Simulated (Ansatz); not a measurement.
# Si vacancy + Ge on the Si site (V_Si+Ge_Si) in silicon

These are PBE, PAW (plane waves to 420 eV; Ansatz, a first-principles code) values and carry that method's errors. The supercell holds 64 host sites (2×2×2 repeats of the unit cell), with a 2×2×2 shifted k-point sampling for the final energies. Sites at the start: the Si site; Si 2.37 Å away. Finite-size correction: monopole term and site-potential alignment. Dielectric constants: PBE linear response of the host. Host gap at this level: 0.61 eV. Finite-size and sampling errors can reach tenths of an eV here. The semilocal functional narrows the gap, so deep levels can fall outside it. Spin–orbit coupling is left out. Each state is the lowest found from its start.

Formation energies E_f are given with the Fermi level at the valence-band maximum. Chemical conditions: host crystal and elements as references (Δμ(Si) = 0.00 eV, Δμ(Ge) = 0.00 eV; Ge taken from its element, since no compound that bounds it was computed at this level; only phases computed here count, gases as isolated molecules at 0 K). Reference phases: Ge: germanium, Si: silicon.

| charge | moment (μB) | point group | largest move off a lattice site (Å) | image correction with alignment (eV) | E_f, host crystal and elements as references (eV) | above the lowest spin state (eV) |
|---|---|---|---|---|---|---|
| +1† | 1.0 | – | 0.18 | -0.04 | – | 0.00 |
| 0 | not spin-polarised | C3v | 0.30 | 0.00 | 3.24 | 0.00 |
| 0 | 0.0 | C3v | 0.30 | 0.00 | 3.24 | 0.00 |
| −1† | 1.0 | – | 0.40 | 0.26 | – | 0.00 |
| −1† | 1.0 | – | 0.40 | 0.26 | – | 0.00 |

† Not settled in this cell, so no level is given: charge +1: a level filled in part, level within 0.1 eV of a band edge or past it; charge −1: a level filled in part, level within 0.1 eV of a band edge or past it.

Point groups are those of the whole cell at tolerances of 0.03 and 0.1 Å ("near" where only the looser one holds); none is given for unsettled states.

Starting moments that weren't kept: charge 0 began with 2 μB and ended with 0.0; charge −1 began with 3 μB and ended with 1.0.

All states together cost around 2.6 core-hours (rough).
